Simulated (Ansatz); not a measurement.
Relaxation of the atoms of Ag2ZnSe4Si (I-42m, 8 atoms in the cell) at several settings

```yaml
crystal:
  lattice:
    - [-2.88386, 2.88386, 5.66473]
    - [2.88386, -2.88386, 5.66473]
    - [2.88386, 2.88386, -5.66473]
  atoms:
    - { symbol: Ag, position: [0.25000, 0.75000, 0.50000] }
    - { symbol: Ag, position: [0.75000, 0.25000, 0.50000] }
    - { symbol: Zn, position: [0.00000, 0.00000, 0.00000] }
    - { symbol: Se, position: [0.37700, 0.88700, 0.00000] }
    - { symbol: Se, position: [0.11300, 0.11300, 0.49000] }
    - { symbol: Se, position: [0.62300, 0.62300, 0.51000] }
    - { symbol: Se, position: [0.88700, 0.37700, 0.00000] }
    - { symbol: Si, position: [0.50000, 0.50000, 0.00000] }
```

Base: LDA (PW92), default PAW files made with PBE (Ansatz, a first-principles code). Its settings: kpoints.mp_grid.grid = 4 4 4; hamiltonian.xc = lda; hamiltonian.pseudopotentials = {kind: paw} (the program's default PAW files); scf.occupations.method = cold; scf.occupations.width = 0.136 eV. Starting volume 23.56 Å³ per atom.

Each line gives the change from the base single point and the result:

- atoms moved at random; relax: default → atoms; relax.f_tol: default → 0.1 eV/Å: pressure -2.05 GPa; largest force (vector length) 0.009 eV/Å; relaxation steps 4; free energy against the base single point -153.2 meV/atom.
- atoms moved at random; relax: default → atoms; relax.f_tol: default → 0.005 eV/Å: pressure -2.05 GPa; relaxation steps 5; free energy against the base single point -153.2 meV/atom.
- atoms moved at random; relax: default → atoms; relax.f_tol: default → 0.03 eV/Å: pressure -2.06 GPa; largest force (vector length) 0.009 eV/Å; relaxation steps 4; free energy against the base single point -153.2 meV/atom.

The starting cell was generated: these elements placed on a structure prototype, without a prior relaxation; it need not be a known phase or ordering of this composition. In the base run, forces exceed 1 eV/Å. Ansatz's pressure includes its estimate of the finite-basis (Pulay) stress. The run gives no clean gap (levels at the Fermi energy touch, overlap or are partly filled at this smearing), which alone does not show that the compound is a metal.

Keys are those of Ansatz 0.2.
